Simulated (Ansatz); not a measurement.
Given:

```xyz
5
Lattice="5.4809 0.0000 0.0000 -2.7404 4.7466 0.0000 0.0000 0.0000 7.1410" Properties=species:S:1:pos:R:3 pbc="T T T"
P      0.0000     3.1644     1.5663
P      2.7404     1.5822     5.5747
Ba     0.0000     0.0000     0.0000
Ba     0.0000     3.1644     4.9353
Ba     2.7404     1.5822     2.2057
```

No spin polarisation.

The values are results of r2SCAN (Ansatz, a first-principles code; PAW; 500 eV plane waves; no spin-orbit coupling), not measurements. Settings: 7×7×5 k-points, 0.05 eV Fermi–Dirac smearing.

Problem. What electron mass does the calculation give?

Solution. 0.50 mₑ along c, 0.44 mₑ across (at K).

Problem. Estimate the gap character.

Solution. Indirect, Γ → K.

Problem. Estimate the band gap.

Solution. 0.76 eV.

Problem. What valence-band top at Γ (three highest levels, from the VBM) does the calculation give?

Solution. 0.00, -0.91, -0.91 eV.

Load acts through the strain it causes; cell and atoms are relaxed under it. Masses are band curvatures over ±0.01 Å⁻¹ around the edge. Whether these cells are dynamically stable was not tested. The cell was made from Ba3P2 (space group P-3m1, No. 164; a hypothetical phase, not in the database extracts checked) by this change: pressure −1 GPa.
